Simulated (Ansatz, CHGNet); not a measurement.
SiGe (model structure, started from the WC type, P-6m2, No. 187, 2 atoms in the cell): properties by level of theory

| level (code) | lattice constant a (Å) | lattice parameter c (Å) |
|---|---|---|
| CHGNet 0.3.0 | 3.439 | 3.453 |
| LDA (Ansatz) | 3.541 | 3.200 |
| PBEsol (Ansatz) | 3.565 | 3.218 |
| PBE-D3(BJ) (Ansatz) | 3.560 | 3.217 |
| r²SCAN+rVV10 (Ansatz) | 3.627 | 3.150 |

Ansatz's density-functional and Hartree–Fock values are scalar-relativistic unless marked +SOC, with PAW data made under PBE.

The computed numbers hold no vibrational or temperature effects.

A model structure was made by putting elements into a prototype or built by hand; it is no filed structure, need not be a known phase, and can be a saddle point held by its symmetry.

Ansatz is a quantum-chemistry and plane-wave program.
